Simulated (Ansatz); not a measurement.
Fermi-surface figures of metals: compounds that share space group Im-3m and stoichiometry, Ansatz (a program for electronic structure) with PBEsol, rigid bands; geometry: cell and atoms relaxed with PBEsol.

```json
[
 {"Compound": "Ta", "volume per atom (Å³)": "17.6", "density of states at the Fermi level per atom": "(withheld)", "Drude plasma energy": "9.1 eV", "root-mean-square Fermi velocity": "6.7 ×10⁵ m/s"},
 {"Compound": "Mo", "volume per atom (Å³)": "15.3", "density of states at the Fermi level per atom": "0.58 states/eV", "Drude plasma energy": "8.8 eV", "root-mean-square Fermi velocity": "8.9 ×10⁵ m/s"},
 {"Compound": "Ba", "volume per atom (Å³)": "58.0", "density of states at the Fermi level per atom": "1.18 states/eV", "Drude plasma energy": "3.0 eV", "root-mean-square Fermi velocity": "4.2 ×10⁵ m/s"},
 {"Compound": "Nb", "volume per atom (Å³)": "17.5", "density of states at the Fermi level per atom": "(withheld)", "Drude plasma energy": "9.4 eV", "root-mean-square Fermi velocity": "6.5 ×10⁵ m/s"},
 {"Compound": "W", "volume per atom (Å³)": "15.7", "density of states at the Fermi level per atom": "(withheld)", "Drude plasma energy": "7.8 eV", "root-mean-square Fermi velocity": "(withheld)"}
]
```

Some entries are withheld; supply them.


- Ta, density of states at the Fermi level per atom: 1.26 states/eV
- Nb, density of states at the Fermi level per atom: 1.42 states/eV
- W, density of states at the Fermi level per atom: 0.44 states/eV
- W, root-mean-square Fermi velocity: 9.1 ×10⁵ m/s

Metals at this level; values at 300 K, both spins, means over directions. As a rough test of the mesh, the Fermi surface's area from every second k point differs by up to 6 %. Spin-orbit coupling is left out.

The missing spin-orbit coupling matters most for Ta (Im-3m), W (Im-3m).
